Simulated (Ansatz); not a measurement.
Functionals compared on the (100) surface of rock-salt TiN, Zr on all Ti sites of the second plane (bottom of the slab: a bare face, its two planes held), in Ansatz (plane waves, PAW). The structure was relaxed with PBE; the other rows are single points on it. Cutoff 420 eV (500 eV for r2SCAN).

Set-up: 12 atoms, 10.8 Å thick at the start with caps and adatoms (thin: gaps and levels are the slab's own); mesh 12x12x1; 0.1 eV smearing; dipole correction on; 4 atoms held, the rest relaxed; held to the start's symmetry, so lower structures may exist; no spin, no spin-orbit, no U. It is one candidate, not shown to be the stable structure of the face. These notes are the PBE run's.

```tsv
functional	work function of the top face (eV)	rough cost of the single point
PBE	2.98	–
r2SCAN	[?]	about 50 core-seconds (a rough figure)
```

Question: Complete the blanks.

Answer: 
- r2SCAN, work function of the top face (eV): 2.89

Ansatz is a quantum-chemistry and plane-wave program.
